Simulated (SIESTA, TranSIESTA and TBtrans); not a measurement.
Run with TranSIESTA and TBtrans (open boundaries, self-consistent; PseudoDojo norm-conserving potentials, scalar-relativistic): Spin polarized, PAO.BasisSize DZP, PAO.EnergyShift 0.15 eV, XC.Authors PBE, Mesh.Cutoff 200 Ry, ElectronicTemperature 300 K, TS.Voltage 0.0 eV, TBT.Elecs.Eta 0.001 eV.

System: Ta chain bridged by a linear H2 unit along the axis. Leads: straight Ta chain, spacing 2.35 Å. Geometry: 4 atoms about the centre moved by SIESTA (PBE, DZP) to a largest force of 0.04 eV/Å, all others as built, motion along the axis alone. Transport runs along z; the first 6 and the last 6 of the 22 atoms are the lead cells, repeated to infinity.

```xyz
22
Lattice="9.000 0.000 0.000 0.000 9.000 0.000 0.000 0.000 48.850" Properties=species:S:1:pos:R:3 pbc="F F T"
Ta     4.500     4.500     0.000
Ta     4.500     4.500     2.350
Ta     4.500     4.500     4.700
Ta     4.500     4.500     7.050
Ta     4.500     4.500     9.400
Ta     4.500     4.500    11.750
Ta     4.500     4.500    14.100
Ta     4.500     4.500    16.450
Ta     4.500     4.500    18.800
Ta     4.500     4.500    20.979
H      4.500     4.500    22.759
H      4.500     4.500    23.741
Ta     4.500     4.500    25.522
Ta     4.500     4.500    27.700
Ta     4.500     4.500    30.050
Ta     4.500     4.500    32.400
Ta     4.500     4.500    34.750
Ta     4.500     4.500    37.100
Ta     4.500     4.500    39.450
Ta     4.500     4.500    41.800
Ta     4.500     4.500    44.150
Ta     4.500     4.500    46.500
```
Starting moments (μB): atom 7 +1, atom 8 +1, atom 9 +1, atom 10 +1, atom 13 +1, atom 14 +1, atom 15 +1, atom 16 +1; lead atoms +1 (left) and +1 (right).

Q: Predict: conductance at 300 K (G0 = 2e²/h); mean T from −0.5 to 0.5 eV.

A: conductance at 300 K (G0 = 2e²/h): 0.95; mean T from −0.5 to 0.5 eV: 0.95. The magnetic order of the leads was set by the start, and no other order was tried; the separate lead runs end at 1.06 (left) and 1.06 (right) μB an atom. The straight chain is held at its spacing; free chains may zigzag or dimerise. Spin-orbit coupling, left out here, matters for the heavy atoms.
